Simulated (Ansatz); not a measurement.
Base system: TiO2 in the rutile structure (space group P4_2/mnm, No. 136).

```
CELL_PARAMETERS angstrom
      4.59120     0.00000     0.00000
      0.00000     4.59120     0.00000
      0.00000     0.00000     2.93905
ATOMIC_POSITIONS crystal
  Ti 0.00000 0.00000 0.00000
  Ti 0.50000 0.50000 0.50000
  O  0.30444 0.30444 0.00000
  O  0.80444 0.19556 0.50000
  O  0.19556 0.80444 0.50000
  O  0.69556 0.69556 0.00000
```

Cartesian axes are those of the cell as printed.

All numbers come from plane-wave PAW DFT at the PBEsol level (Ansatz, a program for electronic structure, 420 eV), scalar-relativistic without spin-orbit coupling.

Now apply this change: a pure shear with ε_xz = ε_zx = 0.0167; the atoms relax in the strained cell.

### Question
Predict the stress tensor and what it implies for the stiffness.

### Answer
Stress of the strained cell less that of the base (GPa, compression positive):
```
   0.10    0.00   -4.01
   0.00    0.13    0.00
  -4.01    0.00    0.00
```

Then −Δσ/γ with γ = 2ε = 0.0334 gives secant stiffness values (nonlinear terms included at this strain): C55 ≈ 120 GPa.

As a check, the harmonic strain energy −½ V₀ Δσ:ε is 4.3 meV/atom; the computed energy rise is 4.3 meV/atom.

Whether these cells are dynamically stable was not tested. All final runs are without spin polarisation.
